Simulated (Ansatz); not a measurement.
Terminations of the (001) surface of zinc-blende CdTe, measured from the surface '(2x1) Te dimers'. Atoms come from or go to: Cd: hcp Cd, Te: trigonal Te. ΔE is the energy of forming the row's surface from that one (negative: more stable at these reservoirs); the vacuum level's shift is aligned on the shared bottom. No zero-point or thermal terms. These are constructed structures in small cells; real faces may alloy, dewet or reconstruct in larger ones, and not all known structures of the face are among them. Slabs of about 15 Å with all that they carry, Fermi-Dirac smearing of 0.025 eV. Bottom of the slabs: anion dimers. Relaxed from the named starts with such symmetry as they have, on meshes of like density; energies extrapolated to zero smearing; no spin-orbit coupling, no U. Spin-polarised runs, if any, are marked in brackets, and their order is one that fits the cell; the others ran without spin. A dash marks a value that is undefined for that row (no clear gap, or no work function of a gapped slab) or was not read reliably on its mesh.

All values below come from PBE (plane waves to 420 eV, PAW; Ansatz, an electronic-structure program).

| surface | atoms added per 1x1 | ΔE per 1x1 (eV) | slab gap (eV) | shift of the vacuum level (eV) |
|---|---|---|---|---|
| full plane of Cd dimers | +1 Cd | [?] | 0.76 | -0.78 |
| (2x1) Te dimers | none | 0.00 | 0.99 | 0.00 |
| half plane of Cd, rows along [110] | +0.5 Cd | -0.38 | 1.01 | -0.25 |
| relaxed from the ideal Te plane | none | [?] | – | 0.71 |
| c(2x2) half plane of Cd | +0.5 Cd | [?] | 1.01 | -0.34 |
| c(2x2) half plane of Te | -0.5 Te | 0.33 | – | 0.59 |
| half plane of Cd, rows along [-110] (4 Cd–Te bonds formed) | +0.5 Cd | -0.08 | – | -0.02 |

What belongs in the gaps?


- full plane of Cd dimers, ΔE per 1x1 (eV): -0.22
- relaxed from the ideal Te plane, ΔE per 1x1 (eV): 0.73
- c(2x2) half plane of Cd, ΔE per 1x1 (eV): -0.39
